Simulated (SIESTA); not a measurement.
A self-consistent single point of InSb (F-43m, 2 atoms in the cell) with SIESTA.

Method of the run: GGA PBE, numerical atomic orbitals DZP, PseudoDojo PBE standard norm-conserving potentials (rewritten from UPF to PSML) (SIESTA).

The change in words: lattice scaled by 0.98. Reference geometry:
```
CELL_PARAMETERS angstrom
      0.00000     3.24000     3.24000
      3.24000     0.00000     3.24000
      3.24000     3.24000     0.00000
ATOMIC_POSITIONS crystal
  In 0.00000 0.00000 0.00000
  Sb 0.25000 0.25000 0.25000
```

Reference input (self-consistent single point, DFT, GGA PBE, numerical atomic orbitals DZP, PseudoDojo PBE standard norm-conserving potentials (rewritten from UPF to PSML)): XC.functional = GGA; XC.authors = PBE; potentials = PseudoDojo PBE standard; PAO.BasisSize = DZP; PAO.EnergyShift = 0.005 Ry; MeshCutoff = 350 Ry; kgrid.MonkhorstPack = 6 6 6; OccupationFunction = FD; ElectronicTemperature = 50 meV; MaxSCFIterations = 150; SCF.Mixer.Method = Pulay; SCF.Mixer.Weight = 0.2. This run's input differs from it in these lines:

```diff
@@ -10,7 +10,7 @@
 %endblock ChemicalSpeciesLabel
-LatticeConstant              4.582052 Ang
+LatticeConstant              4.490411 Ang
 %block LatticeVectors
-     0.000000000    0.707106772    0.707106772
-     0.707106772    0.000000000    0.707106772
-     0.707106772    0.707106772    0.000000000
+     0.000000000    0.707106766    0.707106766
+     0.707106766    0.000000000    0.707106766
+     0.707106766    0.707106766    0.000000000
 %endblock LatticeVectors
@@ -19,3 +19,3 @@
      0.000000000    0.000000000    0.000000000  1
-     1.620000000    1.620000000    1.620000000  2
+     1.587600000    1.587600000    1.587600000  2
 %endblock AtomicCoordinatesAndAtomicSpecies
```

Output (repeated stretches shortened):

```
        iscf     Eharris(eV)        E_KS(eV)     FreeEng(eV)     dDmax    Ef(eV) dHmax(eV)
   scf:    1    -4279.433256    -4281.457811    -4281.457866  1.405856 -3.808959  2.945779
   scf:    2    -4281.662036    -4281.565028    -4281.565159  0.049107 -3.853969  1.927579
   scf:    3    -4281.690479    -4281.642088    -4281.642565  0.088645 -3.940804  0.458029
   scf:    4    -4281.647711    -4281.645391    -4281.645866  0.026993 -3.964592  0.048243
   scf:    5    -4281.644535    -4281.645068    -4281.645489  0.008864 -3.936092  0.141038
   scf:    6    -4281.645722    -4281.645461    -4281.645915  0.007346 -3.941662  0.007850
   scf:    7    -4281.645461    -4281.645461    -4281.645916  0.000633 -3.942850  0.003239
   scf:    8    -4281.645462    -4281.645462    -4281.645916  0.000149 -3.942465  0.000737
   scf:    9    -4281.645462    -4281.645462    -4281.645916  0.000049 -3.942390  0.000009
SCF Convergence by DM+H criterion
max |DM_out - DM_in|         :     0.0000487474
max |H_out - H_in|      (eV) :     0.0000093667
SCF cycle converged after 9 iterations

Using DM_out to compute the final energy and forces

siesta: E_KS(eV) =            -4281.6455

siesta: E_KS - E_eggbox =     -4281.6455

siesta: Atomic forces (eV/Ang):
     1    0.000094    0.000094    0.000094
     2   -0.000094   -0.000094   -0.000094
   Tot   -0.000000   -0.000000    0.000000
   Max    0.000094
   Res    0.000094    sqrt( Sum f_i^2 / 3N )
   Max    0.000094    constrained

Stress tensor Voigt[x,y,z,yz,xz,xy] (kbar):      -70.87      -70.87      -70.87       -0.18       -0.18       -0.18
(Free)E + p*V (eV/cell)    -4278.8139
Target enthalpy (eV/cell)    -4281.6459

siesta: Program's energy decomposition (eV):
siesta: FreeEng =     -4281.645916

   [... lines left out ...]
siesta:    -0.044234   -0.000114   -0.000114
siesta:    -0.000114   -0.044234   -0.000114
siesta:    -0.000114   -0.000114   -0.044234

siesta: Cell volume =         64.024066 Ang**3

siesta: Pressure (static):
siesta:                Solid            Molecule  Units
siesta:           0.00048177          0.00048179  Ry/Bohr**3
siesta:           0.04423403          0.04423636  eV/Ang**3
siesta:          70.87073182         70.87445643  kBar
```

The run converged in 9 iterations. Against the reference run the free energy goes up by 63.7 meV/atom and the pressure goes from 3.28 to 7.09 GPa.

The starting cell has typed, rounded lattice constants, without a prior relaxation at this level. For this run, on top of that: lattice scaled by 0.98. Values carry the incompleteness of an atom-centred basis. With a pressure of about 7 GPa the cell is away from its equilibrium volume at this level.

Cost on one core of a shared machine: roughly 40 s.
